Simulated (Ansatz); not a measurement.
BeS (model structure, started from the rocksalt type, Fm-3m, No. 225, 2 atoms in the cell) was calculated with LDA (Ansatz, a quantum-chemistry and plane-wave program, PAW).

Numerical settings: plane-wave cutoff 520 eV, 12×12×12 k mesh, Fermi–Dirac smearing 0.01 eV, scalar-relativistic PAW data made under PBE.

Cell (relaxed with PBEsol):

```yaml
crystal:
  lattice:
    - [0.00000, 2.29492, 2.29492]
    - [2.29492, 0.00000, 2.29492]
    - [2.29492, 2.29492, 0.00000]
  atoms:
    - { symbol: S, position: [0.00000, 0.00000, 0.00000] }
    - { symbol: Be, position: [0.50000, 0.50000, 0.50000] }
```

### Question
Give the computed band gap, smallest direct gap on the k points sampled and Γ–Γ gap.

### Answer

- band gap: 0.97 eV (indirect)
- smallest direct gap on the k points sampled: 4.28 eV
- Γ–Γ gap: 5.85 eV

Note: the relaxation could raise the start's symmetry but not lower it, so the cell can be a saddle point; cell and atoms aren't relaxed at this level (pressure -2.5 GPa).

Computed values are for the static lattice.

A model structure was made by putting elements into a prototype or built by hand; it is no filed structure, need not be a known phase, and can be a saddle point held by its symmetry.
